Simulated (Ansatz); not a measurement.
Take BeTe in the zinc blende structure (space group F-43m, No. 216) as the base.

```cif
data_Be4Te4
_chemical_formula_sum 'Te4 Be4'
_space_group_name_H-M_alt 'F-43m'
_space_group_IT_number 216
_space_group_name_Hall 'F -4 2 3'
_cell_length_a 5.66365
_cell_length_b 5.66365
_cell_length_c 5.66365
_cell_angle_alpha 90.000
_cell_angle_beta 90.000
_cell_angle_gamma 90.000
loop_
_atom_site_label
_atom_site_type_symbol
_atom_site_symmetry_multiplicity
_atom_site_Wyckoff_symbol
_atom_site_fract_x
_atom_site_fract_y
_atom_site_fract_z
_atom_site_occupancy
Te1 Te 4 c 0.25000 0.25000 0.25000 1
Be1 Be 4 a 0.00000 0.00000 0.00000 1
```
(The calculation used a cell of 2 atoms; values per cell refer to that cell.)

Levels (all Ansatz, a program for electronic structure, PAW): PBE (420 eV, spin-orbit coupling left out); r2SCAN (500 eV, scalar-relativistic without spin-orbit coupling); HSE06 (420 eV, no spin-orbit coupling); PBE+SOC (420 eV, spin-orbit coupling included).

One geometry, relaxed with PBE, under each level:

Notes on the quantities. hole mass: degenerate bands, along [100].

The valence-band top lists the three highest levels at Γ (Kramers pairs under SOC), from the VBM.

| level | band gap | lowest conduction level above the VBM at special points | valence-band top at Γ | electron mass | hole mass | pressure |
|---|---|---|---|---|---|---|
| PBE | 2.03 eV | X 2.03 eV; U 2.74 eV; K 2.74 eV; L 3.04 eV | 0.00, 0.00, 0.00 eV | 1.9 mₑ along k, 0.26 mₑ across (at X) | 0.20, 0.35, 0.35 mₑ (at Γ) | 0.00 GPa |
| r2SCAN | 2.38 eV | X 2.38 eV; U 3.11 eV; K 3.11 eV; L 3.50 eV | – | 2.1 mₑ along k, 0.25 mₑ across (at X) | 0.21, 0.35, 0.35 mₑ (at Γ) | -0.20 GPa |
| HSE06 | 2.70 eV | X 2.70 eV; U 3.46 eV; K 3.46 eV; Γ 4.49 eV | – | – | – | – |
| PBE+SOC | [?] | [?] | [?] | 1.9 mₑ along k, 0.26 mₑ across (at X) | [?] | 0.03 GPa |

Task: Give the withheld PBE+SOC results.

Result: 
- PBE+SOC, band gap: 1.74 eV
- PBE+SOC, lowest conduction level above the VBM at special points: X 1.74 eV; U 2.44 eV; K 2.44 eV; L 2.75 eV
- PBE+SOC, valence-band top at Γ: 0.00, 0.00, -0.94 eV
- PBE+SOC, hole mass: 0.21, 0.32 mₑ (at Γ)

Single points use the geometry relaxed with PBE. Their cutoffs differ, which shifts pressures a little. HSE06 was sampled on its mesh, a few special points and the semilocal edge points, so its gap is an upper bound. Differences between runs with and without spin-orbit coupling are approximate. Spin-orbit coupling, missing from the scalar runs, can matter with Te. Masses are band curvatures over ±0.01 Å⁻¹ around the edge. Along k means along the line from Γ to the band edge. Stability against distortions was not tested.
